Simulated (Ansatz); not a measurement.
## AlCr2C (P6₃/mmc, No. 194, 8 atoms in the cell; start mp-9956)

Method: LDA (Ansatz, a first-principles code, PAW).

Settings: plane-wave cutoff 500 eV, 18×18×4 k mesh (along the axes of the cell as run), Fermi–Dirac smearing 0.05 eV, no spin polarisation, scalar-relativistic PAW data made under PBE.

Cell (relaxed at this level):

```yaml
crystal:
  lattice:
    - [2.79054, 0.00000, 0.00000]
    - [-1.39527, 2.41668, 0.00000]
    - [0.00000, 0.00000, 12.47790]
  atoms:
    - { symbol: Al, position: [0.66667, 0.33333, 0.25000] }
    - { symbol: Al, position: [0.33333, 0.66667, 0.75000] }
    - { symbol: Cr, position: [0.33333, 0.66667, 0.41533] }
    - { symbol: Cr, position: [0.66667, 0.33333, 0.58467] }
    - { symbol: Cr, position: [0.66667, 0.33333, 0.91533] }
    - { symbol: Cr, position: [0.33333, 0.66667, 0.08467] }
    - { symbol: C, position: [0.00000, 0.00000, 0.50000] }
    - { symbol: C, position: [0.00000, 0.00000, 0.00000] }
```

```
Item      Value
--------  -----
band gap   none
```

Note: the relaxation could not lower the start's symmetry, so the cell can be a saddle point above a distorted one.

Computed values are for the static lattice.

A start named mp-… is a Materials Project structure, which need not be a measured phase.
